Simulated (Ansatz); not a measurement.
**Phonon-limited transport in ZrGe$_{2}$ (Cmcm)**

Input:

```
CELL_PARAMETERS angstrom
      1.89613    -7.45274     0.00000
      1.89613     7.45274     0.00000
      0.00000     0.00000     3.76870
ATOMIC_POSITIONS crystal
  Zr 0.10459 0.89541 0.25000
  Zr 0.89541 0.10459 0.75000
  Ge 0.44045 0.55955 0.25000
  Ge 0.55955 0.44045 0.75000
  Ge 0.25021 0.74979 0.75000
  Ge 0.74979 0.25021 0.25000
```

These are PBEsol, DFPT electron-phonon coupling, linearised Boltzmann equation (plane waves, PAW, scalar-relativistic; Ansatz, a quantum-chemistry and plane-wave program) values and carry that method's errors. Cell: relaxed with this functional, without spin-orbit coupling.

```yaml
resistivity at 800 K: 53 (x), 178 (y), 55 (z) μΩ·cm
```

A metal at this level (no band gap). Only scattering by harmonic phonons is included (no impurities, grain boundaries, electron-electron scattering or thermal expansion). Spin-orbit coupling is left out. Values near or above 100 μΩ·cm, or paths under about 2 nm, lie near resistivity saturation, where the Boltzmann equation overshoots. Halving the electron mesh (24x24x24) moves the resistivity by up to 9 % at 800 K. Smearing 0.20 eV; phonons on a 4x4x4 q mesh, which this run doesn't test.

Formula and space group known from diffraction (Crystallography Open Database), not checked to be the room-temperature form: ZrGe2 (Cmcm).
